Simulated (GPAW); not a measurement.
Band structure of Ce (Fm-3m, 1 atom in the cell).

```yaml
crystal:
  lattice:
    - [0.00000, 2.35327, 2.35327]
    - [2.35327, 0.00000, 2.35327]
    - [2.35327, 2.35327, 0.00000]
  atoms:
    - { symbol: Ce, position: [0.00000, 0.00000, 0.00000] }
```

Method of the run: PBE, GPAW PAW datasets PBE (gpaw-data 1.0.1) (plane waves; GPAW).

Settings: mode = pw; ecut = 850 eV; xc = PBE; kpts = 10 10 10; mesh shift (steps) = 0 0 0; occupations.name = fermi-dirac; occupations.width = 0.1 eV; nbands = -7; convergence.forces = 0.001 eV/Å; symmetry.symmorphic = false; symmetry.tolerance = 0.0005; maxiter = 100; bandpath_npoints = 40.

The starting cell comes from a database of computed structures (which also holds hypothetical and non-ambient phases and stackings), without a prior relaxation at this level. Its lattice was rescaled by a random factor within 2.5 % of one. Spin-orbit coupling is off. Spin polarisation is off. The f electrons are in the valence without U or exact exchange, which can misplace them near the Fermi level. Spin-orbit terms, which matter for f shells, are left out.

Levels in eV from the Fermi level, bands 3 to 10:
```json
[
 {"point": "Γ", "3": "-15.88", "4": "-15.88", "5": "-2.85", "6": "-0.11", "7": "0.46", "8": "0.46", "9": "0.46", "10": "1.13"},
 {"point": "X", "3": "-16.94", "4": "-16.94", "5": "-2.92", "6": "-2.27", "7": "0.51", "8": "0.61", "9": "0.61", "10": "0.77"},
 {"point": "W", "3": "-17.87", "4": "-17.06", "5": "-1.20", "6": "0.06", "7": "0.06", "8": "0.20", "9": "0.72", "10": "0.72"},
 {"point": "K", "3": "-17.68", "4": "-16.72", "5": "-2.12", "6": "-0.42", "7": "0.47", "8": "0.56", "9": "0.62", "10": "0.65"},
 {"point": "L", "3": "-16.25", "4": "-16.25", "5": "-2.10", "6": "-0.05", "7": "0.46", "8": "0.46", "9": "0.87", "10": "1.04"},
 {"point": "U", "3": "-17.68", "4": "-16.72", "5": "-2.12", "6": "-0.42", "7": "0.47", "8": "0.56", "9": "0.62", "10": "0.65"}
]
```

Bands cross the Fermi level along this path, so the cell is metallic at this level.
